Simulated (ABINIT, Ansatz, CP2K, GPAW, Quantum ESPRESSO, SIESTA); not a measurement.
## One structure in several programs: SrSbPt (P-6m2, 3 atoms in the cell)

Self-consistent single point, at a second geometry (lattice scaled by 0.98). First geometry:

```
CELL_PARAMETERS angstrom
      4.50717     0.00000     0.00000
     -2.25359     3.90332     0.00000
      0.00000     0.00000     4.63998
ATOMIC_POSITIONS crystal
  Sr 0.00000 0.00000 0.00000
  Sb 0.66667 0.33333 0.50000
  Pt 0.33333 0.66667 0.50000
```

Shared settings, as Ansatz (a program for electronic structure) writes them: kpoints.mp_grid.grid = 6 6 5; scf.occupations.method = gaussian; scf.occupations.width = 0.1 eV. Potentials and cutoffs stand in the table.

```json
[
 {"code": "Ansatz", "model": "LDA (PW92), PAW files made with PBE", "ΔF from the first geometry (meV/atom)": "-14.0", "pressure (GPa)": "1.02", "cutoff": "420 eV"},
 {"code": "CP2K", "model": "LDA (Pade form), GPW, DZVP-MOLOPT-SR-GTH basis, GTH-PADE potentials (GTH_POTENTIALS)", "ΔF from the first geometry (meV/atom)": "-63.3", "pressure (GPa)": "-4.51", "cutoff": "grid 500 Ry"},
 {"code": "GPAW", "model": "LDA (Perdew-Wang 92), GPAW PAW datasets LDA (gpaw-data 1.0.1)", "ΔF from the first geometry (meV/atom)": "-15.3", "pressure (GPa)": "0.75", "cutoff": "550 eV"},
 {"code": "ABINIT", "model": "LDA (PW92), norm-conserving pseudopotentials (PseudoDojo nc-sr-04 LDA standard)", "ΔF from the first geometry (meV/atom)": "-13.2", "pressure (GPa)": "1.13", "cutoff": "84 Ry"},
 {"code": "Quantum ESPRESSO", "model": "LDA (PZ), GBRV 1.5 ultrasoft (LDA) pseudopotentials", "ΔF from the first geometry (meV/atom)": "-12.8", "pressure (GPa)": "0.95", "cutoff": "40 Ry"},
 {"code": "SIESTA", "model": "LDA PW92, numerical atomic orbitals DZP, PseudoDojo LDA standard norm-conserving potentials (rewritten from UPF to PSML)", "ΔF from the first geometry (meV/atom)": "13.5", "pressure (GPa)": "4.46", "cutoff": "grid 400 Ry"}
]
```

On Ansatz's run: spin-orbit coupling is off. Spin polarisation is off.

The spread over the programs that give each value: ΔF from the first geometry within 76.8 meV/atom; pressure within 8.97 GPa.

CP2K and SIESTA use small atom-centred bases, whose incompleteness enters pressures, forces and empty levels differently from a plane-wave cutoff. Ansatz's pressure is given at a fixed set of plane waves, as the other plane-wave codes print theirs. The same LDA comes in different parametrisations, which differ slightly. In the pressure, CP2K (by 5.50) and SIESTA (by 3.47) lie more than 1 GPa from the median of the plane-wave programs.

The starting cell comes from a database of computed structures (which also holds hypothetical and non-ambient phases and stackings), without a prior relaxation at this level. For this run, on top of that: lattice scaled by 0.98.

Left out of this page: Elk and FLEUR (not drawn, or without a comparable value).

Keys are those of Ansatz 0.2.
